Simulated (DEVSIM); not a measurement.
System: W/SiO2/n-Si capacitor, at 300 K.

| layer (left to right) | material | thickness (nm) | Nd (cm⁻³) |
|---|---|---|---|
| 1 | SiO2 | 2.70 | - |
| 2 | Si | 4400 | 3.4e16 |

Metal gate on the left, work function 4.6 eV. Fixed charge at the semiconductor interface -4e10 cm⁻² (in units of +e); interface traps 2.3e10 cm⁻² eV⁻¹, uniform in energy, neutral level at 0.5 of the gap above the valence band.

The device is made up for the run: typed textbook-type constants, with dimensions and the other settings drawn at random. Values at 300 K.

```csv
parameter,SiO2,Si
gap (eV),9,1.124
affinity (eV),0.9,4.05
permittivity,3.9,11.7
Nc (cm⁻³),-,2.86e19
Nv (cm⁻³),-,3.1e19
```

DEVSIM, 1D Poisson equation in equilibrium, Boltzmann statistics, complete ionisation; no quantum confinement or tunnelling. Metal contacts follow the ideal Schottky-Mott rule: no Fermi-level pinning, no interface dipoles.

Tabulate band edges, carrier densities and field at -0.1 V on the gate.

Energies count from the Fermi level of the right contact; mesh points crowd at the junctions.

```csv
x (μm),Ec (eV),Ev (eV),n (cm⁻³),p (cm⁻³),field (V/cm)
0.000,3.800,-5.200,< 1e2,< 1e2,-180000
0.0009163,3.784,-5.216,< 1e2,< 1e2,-180000
0.001879,3.767,-5.233,< 1e2,< 1e2,-180000
0.002824,0.602,-0.522,2.2e9,5.2e10,-65000
0.004972,0.588,-0.536,3.8e9,3.0e10,-64000
0.008773,0.564,-0.560,9.6e9,1.2e10,-62000
0.01678,0.516,-0.608,6.1e10,1.9e9,-58000
0.04366,0.380,-0.744,1.2e13,9800000,-44000
0.09031,0.234,-0.890,3.4e15,34000,-20000
0.1886,0.175,-0.949,3.3e16,3600,-470
0.4093,0.174,-0.950,3.4e16,3400,≈ 0
1.091,0.174,-0.950,3.4e16,3400,≈ 0
2.276,0.174,-0.950,3.4e16,3400,≈ 0
3.394,0.174,-0.950,3.4e16,3400,≈ 0
4.038,0.174,-0.950,3.4e16,3400,≈ 0
4.231,0.174,-0.950,3.4e16,3400,≈ 0
4.322,0.174,-0.950,3.4e16,3400,≈ 0
4.366,0.174,-0.950,3.4e16,3400,≈ 0
4.390,0.174,-0.950,3.4e16,3400,≈ 0
4.397,0.174,-0.950,3.4e16,3400,≈ 0
4.401,0.174,-0.950,3.4e16,3400,≈ 0
4.403,0.174,-0.950,3.4e16,3400,≈ 0
```
